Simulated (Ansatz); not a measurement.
The starting structures come from a database of crystals and need not be the phases stable at ambient conditions.

 Where the default PAW files enter, the runs use the earlier of Ansatz's two default sets.

Inside the gap of an insulator the Bloch states are evanescent, with a wavenumber k + iκ along the transport direction.

Here is the system:

```yaml
crystal:
  lattice:
    - [6.24785, 0.00000, 0.00000]
    - [-2.08262, 5.89053, 0.00000]
    - [2.08262, 2.94527, 5.10135]
  atoms:
    - { symbol: Sc, position: [0.90114, 0.50000, 0.00000] }
    - { symbol: Sc, position: [0.50000, 0.00000, 0.59886] }
    - { symbol: Sc, position: [0.00000, 0.90114, 0.50000] }
    - { symbol: Sc, position: [0.09886, 0.09886, 0.90114] }
    - { symbol: Sc, position: [0.59886, 0.59886, 0.40114] }
    - { symbol: Sc, position: [0.00000, 0.40114, 0.50000] }
    - { symbol: Sc, position: [0.50000, 0.00000, 0.09886] }
    - { symbol: Sc, position: [0.40114, 0.50000, 0.00000] }
    - { symbol: C, position: [0.12500, 0.75000, 0.12500] }
    - { symbol: C, position: [0.25000, 0.62500, 0.62500] }
    - { symbol: C, position: [0.37500, 0.25000, 0.37500] }
    - { symbol: C, position: [0.75000, 0.87500, 0.87500] }
    - { symbol: C, position: [0.87500, 0.12500, 0.25000] }
    - { symbol: C, position: [0.62500, 0.37500, 0.75000] }
```

Space group of this cell: I-43d. The cell is taken as given; by r2SCAN its mean pressure is -0.7 GPa.

Transport runs along the normal of the first two printed cell vectors, the (110) plane of the conventional cell.

The gap is the functional's own. No spin-orbit coupling. Mid-gap values are interpolated on the energy grid.

### Question
State the band gap and the smallest decay constant κ at mid-gap according to r2SCAN (Ansatz, a program for electronic structure).

### Answer
Gap 0.58 eV on a 6×6×6 mesh; κ = 0.069 1/Å, at the zone centre.
